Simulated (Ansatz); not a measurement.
Start from BN (space group P6_3/mmc, No. 194; a = 2.506 Å, c = 6.615 Å; layered, stacked along the Cartesian z axis). Axes: x lies along a and z along c of the hexagonal cell.

Level of theory: Ansatz (a quantum-chemistry and plane-wave program), PBE-D3(BJ), PAW, cutoff 420 eV, no spin-orbit coupling.

It is then changed as follows: the cell is stretched by 1.80 % along z with no lateral relaxation, atoms relaxed at fixed cell.

Question: What happens to the stress?

Answer: The stress (xx, yy, zz, yz, xz, xy; compression positive) amounts to (0.03, 0.03, -0.47, 0.00, 0.00, 0.00) GPa.

The cells carry an imposed strain or load. No phonon test of stability was made.
